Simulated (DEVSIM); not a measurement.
Device: abrupt Si n-p junction, at 250 K.

Layer 1 from the left is Si, thickness (μm) 22.0, Nd (cm⁻³) 1.2e17, τn (s) 2.8e-6, τp (s) 2.8e-6. Layer 2 from the left is Si, thickness (μm) 2.20, Na (cm⁻³) 2.2e17, τn (s) 2.8e-6, τp (s) 2.8e-6.

Left contact: ohmic. Right contact: ohmic. Voltage is applied to the left contact. Recombination: SRH at mid-gap, radiative, Auger. Mobility is μmin + (μ − μmin)/(1 + (N/Nref)^α).

Constants are typed, rounded textbook-type inputs, not results; the design itself was drawn at random and stands for no fabricated device. Values at 300 K; Nc and Nv go as T^1.5, mobilities as T to minus their exponent, the gap by Varshni's rule with the affinity fixed.

Si: gap (eV) 1.124, affinity (eV) 4.05, permittivity 11.7, Nc (cm⁻³) 2.86e19, Nv (cm⁻³) 3.1e19, μn (cm²/Vs) 1417, μp (cm²/Vs) 470, μn,min 52, μp,min 45, Nref,n 9.7e16, Nref,p 2.2e17, αn 0.68, αp 0.72, T exponent of μn 2.3, T exponent of μp 2.2, B (cm³/s) 4.7e-15, Cn (cm⁶/s) 2.8e-31, Cp (cm⁶/s) 9.9e-32, Varshni α (eV/K) 0.000473, Varshni β (K) 636.

Q: Estimate by hand the built-in potential, the peak field at zero bias, and compare with a numerical solution.

A: 
- Built-in potential: ni = √(Nc Nv) exp(−Eg/2kT) = 8.01e7 cm⁻³ with Eg = 1.136 eV; Vbi = kT/q ln(Na Nd/ni²) = 0.923 V; numerical 0.923 V.
- Peak field at zero bias: depletion approximation: W = √(2εVbi/(qN)) = 0.124 μm with N = 7.76e16 cm⁻³; field = 2Vbi/W = 149000 V/cm; numerical 145000 V/cm (estimate above by 2.4 %).

Simulated with DEVSIM: 1D drift-diffusion, Boltzmann statistics, complete ionisation; no tunnelling, impact ionisation, image-force lowering or self-heating.
